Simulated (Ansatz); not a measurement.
End structure of the (311) surface of alpha tin in its 1x1 cell, outermost plane spacing 0.50 Å in the ideal cut (one of several cuts of this face):

```xyz
12
Lattice="4.7072 0.0000 0.0000 -2.3536 7.8060 0.0000 0.0000 0.0000 27.0000" Properties=species:S:1:pos:R:3 pbc="T T T"
Sn     2.3547     3.3284     7.9084
Sn     2.3558     5.7752     9.3251
Sn     0.0020     7.1896    10.2154
Sn     2.3537     2.3190    10.6437
Sn     0.0001     2.8463    12.2440
Sn    -0.0001     5.6928    12.7198
Sn     2.3537     6.3709    14.2802
Sn    -0.0001     1.4115    14.7560
Sn     2.3534     1.9388    16.3563
Sn     2.3516     4.8741    16.7846
Sn    -0.0022     6.2886    17.6749
Sn     2.3525     0.9294    19.0916
```

Model: 12-atom slab, 10.5 Å thick at the start, 8x5x1 mesh, Fermi-Dirac 0.1 eV, dipole correction, single point; on the structure that PBE left under its start's symmetry; no spin, no spin-orbit, no U.

Task: What is the computed surface energy (mean of both faces) (Ansatz (a first-principles code) with r2SCAN, at the PBE geometry)?

Result: 0.83 J/m^2

Task: What is the computed work function of the top face (r2SCAN, at the PBE geometry)?

Result: 4.21 eV
